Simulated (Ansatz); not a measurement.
Input and output of a self-consistent single point for Ta₃Re (I4mm, 4 atoms in the cell) (Ansatz, a first-principles code)

Computed with PBEsol, default PAW files made with PBE (plane waves; Ansatz).

This input was run:

Ansatz 0.2 input:
```yaml
crystal:
  lattice:
    - [0.000000, 3.253703, 3.253703]
    - [3.253703, 0.000000, 3.253703]
    - [3.253703, 3.253703, 0.000000]
  atoms:
    - { symbol: Ta, position: [0.250000, 0.250000, 0.250000] }
    - { symbol: Ta, position: [0.750000, 0.750000, 0.750000] }
    - { symbol: Ta, position: [0.507684, 0.507684, 0.492316] }
    - { symbol: Re, position: [0.000000, 0.000000, 0.000000] }
basis:
  ecutwfc: 30.9 Ry
kpoints:
  mp_grid: { grid: [7, 7, 7] }
hamiltonian:
  xc: pbesol
  pseudopotentials: { kind: paw }
scf:
  occupations: { method: fermi_dirac, width: 0.0073 Ry }
output:
  forces: true
  eigenvalues: true
  stress: true
```

Log, with long lists cut:

```
WARN ansatz: RAYON_NUM_THREADS=1 ignored (pool sized by the plan → 1); use --threads N
Pseudopotentials: kind: paw
Pseudopotential: Ta, paw, valence charge 13
Pseudopotential: Re, paw, valence charge 15
Crystal: 4 atoms, lattice volume = 68.891 Å³
Basis set: ecut = 420.4159175005146 eV, 1363 PW (Γ), exchange–correlation on 64×64×64 points (8 copies of the dense FFT grid, shifted against one another)
Bands: 33, of which v1, the nominal top of the filled ones, is band 27 counted from 1 (26 counted from 0)
Symmetry: 8 space group operations
Space group: I4mm (ITA 107), of the structure as read, at distance tolerance 4.1e-5 Å
k-points: 40 of 343 (time reversal used)
PAW frozen core: Ta, regenerated for the run's functional, and the local potential with it
PAW frozen core: Re, regenerated for the run's functional, and the local potential with it
Initial density: superposition of atomic densities (neutral atoms: chi_scale 0, normalization atom), corrected by the library's trained network
Initial wavefunctions: pseudopotential atomic-orbital guess
Eigensolver: davidson
Functional: x = pbesol(κ = 0.804, μ = 0.12345679012345678), c = pbesol(β = 0.046)
SCF iter   1: F=—  HF=-40157.604535 eV  |F-HF|=—  |Δ(HF+E_count)|=         —  Δρ=7.89e-3  dr2=9.36e-2  ethr=1.77e-3  ⟨swp⟩=4.5  Hψ=4614  notcnv=0  defer=1
all-band conjugate gradients solve this SCF's bands
preconditioner: auto → Kerker (q_TF=auto, 2.620 Å⁻¹)
SCF iter   2: F=—  HF=-40157.595146 eV  |F-HF|=—  |Δ(HF+E_count)|=   9.39e-3  Δρ=4.03e-3  dr2=2.42e-2  ethr=1.73e-4  ⟨swp⟩=1.1  Hψ=1644  notcnv=0
SCF iter   3: F=—  HF=-40157.591345 eV  |F-HF|=—  |Δ(HF+E_count)|=   3.80e-3  Δρ=4.69e-4  dr2=1.81e-4  ethr=4.49e-5  ⟨swp⟩=2.0  Hψ=1593  notcnv=0
SCF iter   4: F=—  HF=-40157.591311 eV  |F-HF|=—  |Δ(HF+E_count)|=   3.47e-5  Δρ=4.81e-5  dr2=1.51e-6  ethr=3.34e-7  ⟨swp⟩=2.0  Hψ=1759  notcnv=0
SCF iter   5: F=—  HF=-40157.591315 eV  |F-HF|=—  |Δ(HF+E_count)|=   4.82e-6  Δρ=1.15e-5  dr2=6.30e-8  ethr=2.80e-9  ⟨swp⟩=2.0  Hψ=1792  notcnv=0
SCF iter   6: F=-40157.591315 eV  HF=-40157.591315 eV  |F-HF|=1.27e-9  |Δ(HF+E_count)|=   4.24e-9  Δρ=1.89e-6  dr2=2.50e-9  ethr=1.17e-10  ⟨swp⟩=3.4  Hψ=5433  notcnv=0
SCF 1 converged in 6 iterations: F = -40157.591315 eV  dr2 = 2.50e-9
SCF converged after 6 iterations
Free energy (F): -40157.591315 eV
Harris-Foulkes:  -40157.591315 eV  (|F-HF|=1.27e-9)
Internal energy: -40157.492641 eV  (E = F + TS)
E sigma→0 (E₀):  -40157.541978 eV
Entropy (-TS):   -0.098674 eV (-24.669 meV/atom)
Fermi energy:    19.600727 eV
--- Per-component energies (eV) ---
  E_band       = -411.299547
  E_kinetic    = 1635.929302
  E_local      = -2486.769288  (includes V_loc(G=0)·N_el)
  E_nonlocal   = 104.176743
  E_hartree    = 870.443736
  E_xc         = -1051.146706
  E_vxc        = -914.151434  (∫ρ·V_xc dr)
  E_paw        = -33348.761895  (= ΣΔE_a)
  E_vpaw       = -491.372001  (= ΣTr[D̂ρ^β])
  E_aug_tail   = 0.000342  (compensation charges beyond the density's cutoff)
  E_ewald      = -5882.239076
  E_core_change = 0.874201  (= ΣΔE_core)
  E_smearing   = -0.098674  (= −TS)
  E_closure    = 0.000000  (closes the sum)
  Σ components = -40157.591315   (vs F -40157.591315, Δ=0.00e0)
--- Forces (eV/Å), atoms counted from 1 ---
  atom   1  Ta    -0.00000000    -0.00000000     0.29533906
  atom   2  Ta    -0.00000000     0.00000000     0.29533906
  atom   3  Ta     0.00000000     0.00000000    -0.73380030
  atom   4  Re     0.00000000     0.00000000     0.14312522
  max |Σ_I F_I| component: 3.03e-6 eV/Å
--- Stress (GPa, compression-positive) ---
       -8.316441       0.000000      -0.000000
        0.000000      -8.316441       0.000000
       -0.000000       0.000000      -8.375348
  P = ⅓ Tr σ = -8.3361 GPa (-83.361 kbar)
  The stress holds the Pulay correction. Without it, at fixed plane waves, as pw.x and ABINIT print it: P = -8.4082 GPa
--- Band table (eV; the first three rows and the last of 40) ---
  k-point 0: bands = ["-59.9263", "-47.5765", "-47.5223", "-47.2601", "-21.7910", "-21.7909", "-21.7909", "-14.2877", "-14.2877", "-14.2680", "-14.1996", "-14.1849", "-14.1849", "-13.5935", "-13.5877", "-13.5877", "11.2261", "15.1538", "15.1589", [...]
  k-point 1: bands = ["-59.9262", "-47.5720", "-47.5238", "-47.2635", "-21.7915", "-21.7913", "-21.7907", "-14.3521", "-14.3244", "-14.3066", "-14.1589", "-14.1515", "-14.0929", "-13.6267", "-13.5854", "-13.5830", "11.5713", "15.3787", "15.3829", [...]
  k-point 2: bands = ["-59.9262", "-47.5604", "-47.5279", "-47.2714", "-21.7925", "-21.7924", "-21.7902", "-14.3821", "-14.3762", "-14.3493", "-14.1103", "-14.1078", "-14.0428", "-13.6658", "-13.5745", "-13.5718", "12.5213", "15.9994", "16.0002", [...]
  k-point 39: bands = ["-59.9262", "-47.5413", "-47.5330", "-47.2864", "-21.7969", "-21.7963", "-21.7865", "-14.5233", "-14.5194", "-14.2338", "-14.0905", "-13.9887", "-13.9521", "-13.7819", "-13.5425", "-13.5304", "14.6300", "14.8526", "15.4433", [...]
```

The run converged in 6 iterations.

The starting cell comes from a database of computed structures (which also holds hypothetical and non-ambient phases and stackings), without a prior relaxation at this level. Its lattice was rescaled by up to half a per cent. One atom was moved a little off its site on purpose. Spin-orbit coupling is off. Spin polarisation is off. With a pressure of about -8 GPa the cell is away from its equilibrium volume at this level. Ansatz's pressure includes its estimate of the finite-basis (Pulay) stress.
